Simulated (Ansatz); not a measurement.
Base system: SiS$_{2}$ (space group Ibam, No. 72; a = 6.0185 Å, b = 9.3955 Å, c = 5.5448 Å; made of chains).

Perturbation: cell and atoms relaxed at a pressure of 2.1 GPa.

Levels (all Ansatz, a first-principles code, PAW): PBEsol (420 eV, spin-orbit coupling left out); r2SCAN (500 eV, spin-orbit coupling left out); HSE06 (420 eV, no spin-orbit coupling).

At the geometry relaxed with PBEsol, these levels gave the following band gaps, in shuffled order: (a) 2.85 eV, (b) 3.55 eV, (c) 2.37 eV.

Task: Match each gap to its level.

Result: (a) r2SCAN; (b) HSE06; (c) PBEsol.

Single points use the geometry relaxed with PBEsol. HSE06 gaps are upper bounds (no full band path). Load acts through the strain it causes; cell and atoms are relaxed under it. No phonon test of stability was made. No dispersion term is included in the PBEsol runs.
